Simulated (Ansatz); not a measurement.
The starting structures come from a database of crystals and need not be the phases stable at ambient conditions.

By PBEsol, the system below comes out a metal.

Without scattering a metal conducts by its projected Fermi surface.

Data:

```yaml
crystal:
  lattice:
    - [4.32680, 0.00000, 0.00000]
    - [-2.16340, 5.25022, 0.00000]
    - [0.00000, 0.00000, 3.77129]
  atoms:
    - { symbol: Sc, position: [0.86468, 0.72936, 0.25000] }
    - { symbol: Sc, position: [0.13532, 0.27064, 0.75000] }
    - { symbol: Al, position: [0.58450, 0.16900, 0.25000] }
    - { symbol: Al, position: [0.41550, 0.83100, 0.75000] }
```

Space group of this cell: Cmcm. The cell is taken as given; by PBEsol its mean pressure is -2.1 GPa.

The current flows along the normal of the first two printed cell vectors. No spin-orbit coupling; the value is a mean over 0.1 eV about the Fermi level.

Question: Estimate the ballistic conductance per area that PBEsol in Ansatz (a first-principles code) returns for this system.

Answer: 0.93 × 10¹⁵ S/m² for both spins.
